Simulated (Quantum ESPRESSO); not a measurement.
Input and output of a self-consistent single point for Ga2S3 (P3m1, 10 atoms in the cell) (Quantum ESPRESSO).

Method: LDA (PZ), GBRV 1.5 ultrasoft (LDA) pseudopotentials (plane waves; Quantum ESPRESSO).

```
CELL_PARAMETERS angstrom
      3.87656     0.00000     0.00000
     -1.93828     3.35720     0.00000
      0.00000     0.00000    19.11835
ATOMIC_POSITIONS crystal
  Ga 0.00000 0.00000 0.17266
  Ga 0.00000 0.00000 0.49345
  Ga 0.00000 0.00000 0.82024
  Ga 0.33333 0.66667 0.00221
  S  0.00000 0.00000 0.04245
  S  0.00000 0.00000 0.37665
  S  0.00000 0.00000 0.71159
  S  0.33333 0.66667 0.20747
  S  0.33333 0.66667 0.54385
  S  0.33333 0.66667 0.87944
```

Reference input (self-consistent single point, DFT, LDA (PZ), plane waves, GBRV 1.5 ultrasoft (LDA) pseudopotentials): ecutwfc = 50 Ry; ecutrho = 250 Ry; occupations = smearing; smearing = gaussian; degauss = 0.0036749 Ry; potentials = {Ga: ga_lda_v1.4.uspp.F.UPF, S: s_lda_v1.4.uspp.F.UPF}; K_POINTS = automatic 5 5 1 0 0 0; conv_thr = 1e-10 Ry; mixing_beta = 0.7. This run's input differs from it in these lines:

```diff
@@ -15,4 +15,4 @@
  ntyp = 2
- ecutwfc = 50
- ecutrho = 250
+ ecutwfc = 30
+ ecutrho = 150
  occupations = 'smearing'
```

Output, abridged:

```
     Self-consistent Calculation

     iteration #  1     ecut=    30.00 Ry     beta= 0.70

---- Real-time Memory Report at c_bands before calling an iterative solver
           209 MiB given to the printing process from OS
            79 MiB allocation reported by mallinfo(arena+hblkhd)
------------------

     total energy              =   -1759.52188918 Ry
     estimated scf accuracy    <      55.47640440 Ry

     iteration #  2     ecut=    30.00 Ry     beta= 0.70

---- Real-time Memory Report at c_bands before calling an iterative solver
           259 MiB given to the printing process from OS
   [... lines left out ...]

---- Real-time Memory Report at c_bands before calling an iterative solver
           266 MiB given to the printing process from OS
           105 MiB allocation reported by mallinfo(arena+hblkhd)
------------------

     total energy              =   -1804.50196530 Ry
     estimated scf accuracy    <          3.9E-10 Ry

     iteration # 37     ecut=    30.00 Ry     beta= 0.70

---- Real-time Memory Report at c_bands before calling an iterative solver
           266 MiB given to the printing process from OS
           105 MiB allocation reported by mallinfo(arena+hblkhd)
------------------
     End of self-consistent calculation

     the Fermi energy is     4.9879 ev

!    total energy              =   -1804.50196530 Ry
     estimated scf accuracy    <          8.1E-11 Ry
     smearing contrib. (-TS)   =      -0.00189223 Ry
     internal energy E=F+TS    =   -1804.50007307 Ry

     convergence has been achieved in  37 iterations

     Forces acting on atoms (cartesian axes, Ry/au):

     atom    1 type  1   force =     0.00000000    0.00000000   -0.00571135
     atom    2 type  1   force =     0.00000000    0.00000000   -0.00910673
     atom    3 type  1   force =     0.00000000    0.00000000    0.00002067
     atom    4 type  1   force =     0.00000000    0.00000000    0.00105914
     atom    5 type  2   force =     0.00000000    0.00000000    0.01062142
   [... lines left out ...]

     Total force =     0.025697     Total SCF correction =     0.000049

          total   stress  (Ry/bohr**3)                   (kbar)     P=      -67.49
  -0.00046783   0.00000000   0.00000000          -68.82        0.00        0.00
   0.00000000  -0.00046783   0.00000000            0.00      -68.82        0.00
   0.00000000   0.00000000  -0.00044071            0.00        0.00      -64.83

   JOB DONE.
```

The run converged in 37 iterations. Against the reference run the free energy rises by 42.7 meV/atom, the pressure goes from -4.58 to -6.75 GPa and the largest force stays at 0.347 eV/Å.

The starting cell comes from a database of computed structures (which also holds hypothetical and non-ambient phases and stackings), without a prior relaxation at this level. At the lowered cutoff the pressure carries the error of an incomplete plane-wave basis. The run gives no clean gap (levels at the Fermi energy touch, overlap or are partly filled at this smearing), which alone does not show that the compound is a metal.

Cost on one core of a shared machine: roughly 2 min.
